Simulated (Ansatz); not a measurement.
Take KBr in the rock salt structure (space group Fm-3m, No. 225) as the base.

```xyz
2
Lattice="0.0000 3.2745 3.2745 3.2745 0.0000 3.2745 3.2745 3.2745 0.0000" Properties=species:S:1:pos:R:3 pbc="T T T"
K      0.0000     0.0000     0.0000
Br     3.2745     3.2745     3.2745
```

Cartesian axes are those of the cell as printed.

The values are results of PBEsol (Ansatz, a program for electronic structure, PAW, without spin-orbit coupling), not measurements.

For the base:

| Item | Value |
|---|---|
| Valence-band top at Γ | 0.00, 0.00, 0.00 eV |
| Valley order | Γ 4.34 eV; X along ⟨100⟩ 5.72 eV |

The change: uniaxial strain ε_zz = −3.00 %, all other strain components held at zero; the atoms relax in the strained cell.

What happens to the valence-band top at Γ and valley order?

The valence-band top at Γ (three highest levels, from the VBM) goes from 0.00, 0.00, 0.00 eV to 0.00, -0.02, -0.02 eV; the valley order (the lowest conduction-band minima on the path, energy above the VBM, named in the base's zone) changes from Γ 4.34 eV; X along ⟨100⟩ 5.72 eV to Γ 4.40 eV; X along [001] 5.63 eV; X along [100] 5.67 eV.

The levels and masses belong to the bands next to the band gap. Whether these cells are dynamically stable was not tested.
